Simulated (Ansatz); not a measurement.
Output of an Ansatz run (abridged):

```
WARN ansatz: RAYON_NUM_THREADS=1 ignored (pool sized by the plan → 1); use --threads N
Pseudopotentials: kind: paw
Pseudopotential: K, paw, valence charge 9
Pseudopotential: O, paw, valence charge 6
Pseudopotential: S, paw, valence charge 6
Pseudopotential: Ta, paw, valence charge 13
Crystal: 38 atoms, lattice volume = 584.215 Å³
Basis set: ecut = 420.4159175005146 eV, 11441 PW (Γ)
Bands: 166, of which v1, the nominal top of the filled ones, is band 128 counted from 1 (127 counted from 0)
Symmetry: 6 space group operations
Space group: R-3 (ITA 148), of the structure as read, at distance tolerance 8.4e-5 Å
k-points: 6 of 27
PAW frozen core: K, regenerated for the run's functional, and the local potential with it
PAW frozen core: O, regenerated for the run's functional, and the local potential with it
PAW frozen core: S, regenerated for the run's functional, and the local potential with it
PAW frozen core: Ta, regenerated for the run's functional, and the local potential with it
Initial density: superposition of atomic densities (neutral atoms: chi_scale 0, normalization atom), corrected by the library's trained network
Initial wavefunctions: pseudopotential atomic-orbital guess
Eigensolver: davidson
Functional: x = slater, c = lda
SCF iter   1: F=—  HF=-38710.442873 eV  |F-HF|=—  |Δ(HF+E_count)|=         —  Δρ=1.22e-2  dr2=7.91e-1  ethr=1.77e-3  ⟨swp⟩=6.2  Hψ=4481  notcnv=0  defer=160
all-band conjugate gradients solve this SCF's bands
preconditioner: auto → Resta (q_TF=auto, 2.378 Å⁻¹)
SCF iter   2: F=—  HF=-38710.195161 eV  |F-HF|=—  |Δ(HF+E_count)|=   2.48e-1  Δρ=3.99e-3  dr2=5.65e-2  ethr=3.09e-4  ⟨swp⟩=2.7  Hψ=1634  notcnv=0  defer=178
SCF iter   3: F=—  HF=-38710.177261 eV  |F-HF|=—  |Δ(HF+E_count)|=   1.79e-2  Δρ=1.91e-3  dr2=1.49e-2  ethr=2.21e-5  ⟨swp⟩=3.0  Hψ=1801  notcnv=0  defer=178
SCF iter   4: F=—  HF=-38710.173550 eV  |F-HF|=—  |Δ(HF+E_count)|=   3.71e-3  Δρ=1.00e-3  dr2=4.92e-3  ethr=5.83e-6  ⟨swp⟩=2.3  Hψ=1471  notcnv=0  defer=178
SCF iter   5: F=—  HF=-38710.171990 eV  |F-HF|=—  |Δ(HF+E_count)|=   1.56e-3  Δρ=1.97e-4  dr2=2.89e-4  ethr=1.92e-6  ⟨swp⟩=2.0  Hψ=1227  notcnv=0  defer=178
SCF iter   6: F=—  HF=-38710.171965 eV  |F-HF|=—  |Δ(HF+E_count)|=   2.43e-5  Δρ=4.15e-5  dr2=1.45e-5  ethr=1.13e-7  ⟨swp⟩=2.5  Hψ=1265  notcnv=0  defer=178
SCF iter   7: F=—  HF=-38710.172711 eV  |F-HF|=—  |Δ(HF+E_count)|=   7.46e-4  Δρ=1.12e-5  dr2=9.09e-7  ethr=5.67e-9  ⟨swp⟩=2.2  Hψ=1559  notcnv=0  defer=178
SCF iter   8: F=-38710.172712 eV  HF=-38710.172712 eV  |F-HF|=3.77e-8  |Δ(HF+E_count)|=   3.75e-7  Δρ=3.52e-6  dr2=7.12e-8  ethr=3.91e-11  ⟨swp⟩=17.2  Hψ=6659  notcnv=0
SCF 1 converged in 8 iterations: F = -38710.172712 eV  dr2 = 7.12e-8
SCF converged after 8 iterations
Free energy (F): -38710.172712 eV
Harris-Foulkes:  -38710.172712 eV  (|F-HF|=3.77e-8)
Internal energy: -38710.172712 eV  (E = F + TS)
E sigma→0 (E₀):  -38710.172712 eV
Entropy (-TS):   -0.000000 eV (-0.000 meV/atom)
Fermi energy:    4.628678 eV
--- Per-component energies (eV) ---
  E_band       = -1914.692672
  E_kinetic    = 7127.999290
  E_local      = -18972.470457  (includes V_loc(G=0)·N_el)
  E_nonlocal   = 1501.039348
  E_hartree    = 6923.209762
  E_xc         = -3481.123147
  E_vxc        = -4135.485192  (∫ρ·V_xc dr)
  E_paw        = -20320.008822  (= ΣΔE_a)
  E_vpaw       = -1282.259256  (= ΣTr[D̂ρ^β])
  E_aug_tail   = 0.061935  (compensation charges beyond the density's cutoff)
  E_ewald      = -11494.187324
  E_core_change = 5.306703  (= ΣΔE_core)
  E_smearing   = -0.000000  (= −TS)
  E_closure    = 0.000000  (closes the sum)
  Σ components = -38710.172712   (vs F -38710.172712, Δ=0.00e0)
--- Forces (eV/Å), atoms counted from 1 ---
  atom   1  K      0.00000000     0.00000000     0.00000000
  atom   2  O      0.05054209     0.61239602     0.47553223
  atom   3  O     -0.55562158    -0.26242731     0.47553218
  atom   4  O      0.50507949    -0.34996879     0.47553218
  atom   5  O     -0.05054209    -0.61239602    -0.47553223
  atom   6  O      0.55562158     0.26242731    -0.47553218
   [... 27 lines left out ...]
  atom  34  S     -1.05817127    -0.45272198     0.42458413
  atom  35  S     -0.92115435     0.69004225    -0.42458412
  atom  36  S     -0.13701692    -1.14276416    -0.42458422
  atom  37  S      1.05817127     0.45272198    -0.42458413
  atom  38  Ta     0.00000000    -0.00000000     0.00000000
  max |Σ_I F_I| component: 8.33e-16 eV/Å
--- Stress (GPa, compression-positive) ---
        7.499931      -0.000000      -0.000000
        0.000000       7.499931       0.000000
        0.000000       0.000000       6.513900
  P = ⅓ Tr σ = 7.1713 GPa (71.713 kbar)
  The stress holds the Pulay correction. Without it, at fixed plane waves, as pw.x and ABINIT print it: P = 6.5218 GPa
--- Band table (eV; the first three rows and the last of 6) ---
  k-point 0: bands = ["-65.1602", "-31.8459", "-31.8459", "-31.7895", "-23.9853", "-23.9751", "-23.9668", "-23.9668", "-23.9652", "-23.9652", "-23.2200", "-20.5758", "-20.5436", "-20.5436", "-20.5221", "-20.5139", "-20.5139", "-16.2245", "-16.1210", [...]
  k-point 1: bands = ["-65.1602", "-31.8459", "-31.8459", "-31.7895", "-23.9815", "-23.9742", "-23.9732", "-23.9709", "-23.9630", "-23.9615", "-23.2200", "-20.5788", "-20.5427", "-20.5384", "-20.5216", "-20.5186", "-20.5131", "-16.2204", "-16.1176", [...]
  k-point 2: bands = ["-65.1602", "-31.8459", "-31.8459", "-31.7894", "-23.9786", "-23.9765", "-23.9744", "-23.9702", "-23.9635", "-23.9611", "-23.2200", "-20.5787", "-20.5398", "-20.5377", "-20.5216", "-20.5190", "-20.5165", "-16.2186", "-16.1135", [...]
  k-point 5: bands = ["-65.1602", "-31.8459", "-31.8459", "-31.7895", "-23.9795", "-23.9757", "-23.9726", "-23.9713", "-23.9648", "-23.9603", "-23.2200", "-20.5816", "-20.5446", "-20.5405", "-20.5196", "-20.5146", "-20.5121", "-16.2212", "-16.1158", [...]
```

The structure:

```xyz
38
Lattice="7.4164 4.2819 3.0662 -7.4164 4.2819 3.0662 0.0000 -8.5637 3.0662" Properties=species:S:1:pos:R:3 pbc="T T T"
K      0.0000     0.0000     4.5993
O      0.9730    -1.2563     8.0846
O      0.6015     1.4708     8.0846
O     -1.5745    -0.2145     8.0846
O     -0.9730     1.2563     1.1139
O     -0.6015    -1.4708     1.1139
O      1.5745     0.2145     1.1139
O      0.3018    -5.4607     4.9543
O      4.5781     2.9917     4.9543
O     -4.8800     2.4689     4.9543
O     -0.3018     5.4606     4.2442
O     -4.5781    -2.9917     4.2442
O      4.8800    -2.4689     4.2442
O     -2.0684    -5.3322     4.7823
O      5.6520     0.8748     4.7823
O     -3.5836     4.4574     4.7823
O      2.0684     5.3322     4.4162
O     -5.6520    -0.8748     4.4162
O      3.5836    -4.4574     4.4162
O     -1.0665     1.9037     3.3749
O     -1.1154    -1.8755     3.3749
O      2.1819    -0.0283     3.3749
O      1.0665    -1.9037     5.8236
O      1.1154     1.8755     5.8236
O     -2.1819     0.0283     5.8236
K     -1.1778     3.5273     5.7761
K     -2.4658    -2.7836     5.7761
K      3.6436    -0.7436     5.7761
K      1.1778    -3.5273     3.4224
K      2.4658     2.7836     3.4224
K     -3.6436     0.7436     3.4224
S     -2.5976     0.4130     7.1306
S      0.9411    -2.4561     7.1306
S      1.6565     2.0431     7.1306
S      2.5976    -0.4130     2.0679
S     -0.9411     2.4561     2.0679
S     -1.6565    -2.0431     2.0679
Ta     0.0000     0.0000     0.0000
```

Task: Write an input that gives this output.

Result: Other spellings and defaults could give the same log, and not every line can be read from it. The input that was run (DFT, LDA (PW92), plane waves, default PAW files made with PBE):

Ansatz 0.2 input:
```yaml
# K7Ta(SO4)6
crystal:
  lattice:
    - [7.41639100, 4.28185500, 3.06617500]
    - [-7.41639100, 4.28185500, 3.06617500]
    - [0.00000000, -8.56371100, 3.06617500]
  atoms:
    - { symbol: K, position: [0.50000000, 0.50000000, 0.50000000] }
    - { symbol: O, position: [0.89560000, 0.76440000, 0.97670000] }
    - { symbol: O, position: [0.97670000, 0.89560000, 0.76440000] }
    - { symbol: O, position: [0.76440000, 0.97670000, 0.89560000] }
    - { symbol: O, position: [0.10440000, 0.23560000, 0.02330000] }
    - { symbol: O, position: [0.02330000, 0.10440000, 0.23560000] }
    - { symbol: O, position: [0.23560000, 0.02330000, 0.10440000] }
    - { symbol: O, position: [0.34640000, 0.30570000, 0.96370000] }
    - { symbol: O, position: [0.96370000, 0.34640000, 0.30570000] }
    - { symbol: O, position: [0.30570000, 0.96370000, 0.34640000] }
    - { symbol: O, position: [0.65360000, 0.69430000, 0.03630000] }
    - { symbol: O, position: [0.03630000, 0.65360000, 0.69430000] }
    - { symbol: O, position: [0.69430000, 0.03630000, 0.65360000] }
    - { symbol: O, position: [0.17290000, 0.45180000, 0.93500000] }
    - { symbol: O, position: [0.93500000, 0.17290000, 0.45180000] }
    - { symbol: O, position: [0.45180000, 0.93500000, 0.17290000] }
    - { symbol: O, position: [0.82710000, 0.54820000, 0.06500000] }
    - { symbol: O, position: [0.06500000, 0.82710000, 0.54820000] }
    - { symbol: O, position: [0.54820000, 0.06500000, 0.82710000] }
    - { symbol: O, position: [0.36910000, 0.51290000, 0.21870000] }
    - { symbol: O, position: [0.21870000, 0.36910000, 0.51290000] }
    - { symbol: O, position: [0.51290000, 0.21870000, 0.36910000] }
    - { symbol: O, position: [0.63090000, 0.48710000, 0.78130000] }
    - { symbol: O, position: [0.78130000, 0.63090000, 0.48710000] }
    - { symbol: O, position: [0.48710000, 0.78130000, 0.63090000] }
    - { symbol: K, position: [0.68583000, 0.84464000, 0.35335000] }
    - { symbol: K, position: [0.35335000, 0.68583000, 0.84464000] }
    - { symbol: K, position: [0.84464000, 0.35335000, 0.68583000] }
    - { symbol: K, position: [0.31417000, 0.15536000, 0.64665000] }
    - { symbol: K, position: [0.64665000, 0.31417000, 0.15536000] }
    - { symbol: K, position: [0.15536000, 0.64665000, 0.31417000] }
    - { symbol: S, position: [0.61614000, 0.96639000, 0.74304000] }
    - { symbol: S, position: [0.74304000, 0.61614000, 0.96639000] }
    - { symbol: S, position: [0.96639000, 0.74304000, 0.61614000] }
    - { symbol: S, position: [0.38386000, 0.03361000, 0.25696000] }
    - { symbol: S, position: [0.25696000, 0.38386000, 0.03361000] }
    - { symbol: S, position: [0.03361000, 0.25696000, 0.38386000] }
    - { symbol: Ta, position: [0.00000000, 0.00000000, 0.00000000] }
basis:
  ecutwfc: 30.9 Ry
kpoints:
  mp_grid: { grid: [3, 3, 3] }
hamiltonian:
  xc: lda
  pseudopotentials: { kind: paw }
scf:
  occupations: { method: fermi_dirac, width: 0.0073 Ry }
output:
  forces: true
  eigenvalues: true
  stress: true
```

The starting cell comes from a database of published, mostly measured structures (it also holds non-ambient and calculated ones), without a prior relaxation at this level. Its lattice was rescaled by a random factor within 2.5 % of one. Spin-orbit coupling is off. With a pressure of about 7 GPa the cell is away from its equilibrium volume at this level. Forces in this geometry exceed 1 eV/Å. Ansatz's pressure includes its estimate of the finite-basis (Pulay) stress. Without the estimate this run gives 6.52 GPa.

Ansatz is a first-principles code.
